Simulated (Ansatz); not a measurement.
What uniaxial strain ε_xx = −0.75 % does to Na3Sb

Start from Na3Sb (space group P6_3/mmc, No. 194; a = 5.312 Å, c = 9.453 Å). Axes: x lies along a and z along c of the hexagonal cell.

Perturbation: uniaxial strain ε_xx = −0.75 %, all other strain components held at zero; the atoms relax in the strained cell.

Computed with plane-wave PAW DFT at the PBEsol level (Ansatz, a program for electronic structure, 420 eV), scalar-relativistic without spin-orbit coupling. Γ-centred 10×10×5 mesh, Fermi–Dirac width 0.05 eV.

* **Volume per atom**: 28.66 Å³ (base 28.88 Å³)
* **Space group**: Cmcm (No. 63) (base P6_3/mmc (No. 194))
* **Shortest interatomic distance**: 3.053 Å (base 3.067 Å)
* **Energy relative to the base (free energy F)**: +0.2 meV/atom
* **Pressure (mean of the normal stresses, compression positive)**: 0.16 GPa (base 0.00 GPa)
* **Band gap**: 0.43 eV (base 0.43 eV)
* **Gap character**: direct at Γ (base direct at Γ)
* **Electron mass**: 0.077 mₑ along z, 0.063 mₑ across (at Γ) (base 0.076 mₑ along c, 0.061 mₑ across (at Γ))
* **Valence-band top at Γ (three highest levels, from the VBM)**: 0.00, -0.02, -0.16 eV (base 0.00, 0.00, -0.16 eV)
* **Largest internal atomic displacement**: 0.010 Å
* **Stress (xx, yy, zz, yz, xz, xy; compression positive)**: (0.34, 0.12, 0.03, 0.00, 0.00, 0.00) GPa

Final structure:

```
Na3Sb
1.0
    5.27241     0.00000     0.00000
   -2.63620     4.60054     0.00000
    0.00000     0.00000     9.45285
Sb Na
2 6
Direct
  0.33221   0.66443   0.25000
  0.66779   0.33557   0.75000
  0.99949   0.99898   0.25000
  0.00051   0.00102   0.75000
  0.33348   0.66696   0.58265
  0.66652   0.33304   0.08265
  0.33348   0.66696   0.91735
  0.66652   0.33304   0.41735
```

Spin-orbit coupling, missing from the scalar runs, can matter with Sb. Effective masses come from finite differences of ±0.01 Å⁻¹. Stability against distortions was not tested. Labels are those of the standard path for the cell's own space group.
